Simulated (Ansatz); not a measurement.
**CuI: biaxial strain −1.52 %, plane normal [001], relaxed out of plane**

Base system: CuI (space group P-3m1, No. 164; a = 4.095 Å, c = 7.210 Å; a cell from a computed database, its experimental status unchecked; layered, stacked along the Cartesian z axis). Axes: x lies along a and z along c of the hexagonal cell.

Perturbation: biaxial strain −1.52 %, plane normal [001], relaxed out of plane (Cartesian); in-plane vectors clamped, the third vector and the atoms free.

Method: DFT with r2SCAN+rVV10, PAW potentials and a 500 eV plane-wave cutoff in Ansatz (an electronic-structure program), scalar-relativistic without spin-orbit coupling, earlier PAW set. k-mesh 9×9×5 (Γ-centred); smearing 0.05 eV (Fermi–Dirac).

```csv
quantity,base,changed,shift
space group,P-3m1 (No. 164),P-3m1 (No. 164),–
shortest interatomic distance,2.574 Å,2.578 Å,+0.004 Å
"pressure (mean of the normal stresses, compression positive)",-0.1 kbar,9.3 kbar,+9.32 kbar
band gap,2.09 eV,2.03 eV,-0.06 eV
gap character,direct at Γ,direct at Γ,–
width of the top valence band,0.72 eV,0.79 eV,+0.07 eV
electron mass,"0.18 mₑ along c, 0.28 mₑ across (at Γ)","0.16 mₑ out of plane, 0.31 mₑ in plane (at Γ)",–
"valence-band top at Γ (three highest levels, from the VBM)","0.00, 0.00, -0.33 eV","0.00, 0.00, -0.40 eV",–
out-of-plane strain,–,+0.71 %,–
ratio −ε⊥/ε∥,–,0.47,–
```

Final structure (turned so that z lies along the plane normal):

```yaml
crystal:
  lattice:
    - [4.03245, 0.00000, 0.00000]
    - [2.01623, 3.49220, 0.00000]
    - [0.00000, 0.00000, 7.26109]
  atoms:
    - { symbol: Cu, position: [0.66667, 0.66667, 0.58942] }
    - { symbol: Cu, position: [0.33333, 0.33333, 0.41058] }
    - { symbol: I, position: [0.33333, 0.33333, 0.76567] }
    - { symbol: I, position: [0.66667, 0.66667, 0.23433] }
```

Spin-orbit coupling, missing from the scalar runs, can matter with I. Effective masses come from finite differences of ±0.01 Å⁻¹. No phonon test of stability was made. All final runs are without spin polarisation. This is not the structure that CuI has at room temperature and ambient pressure.
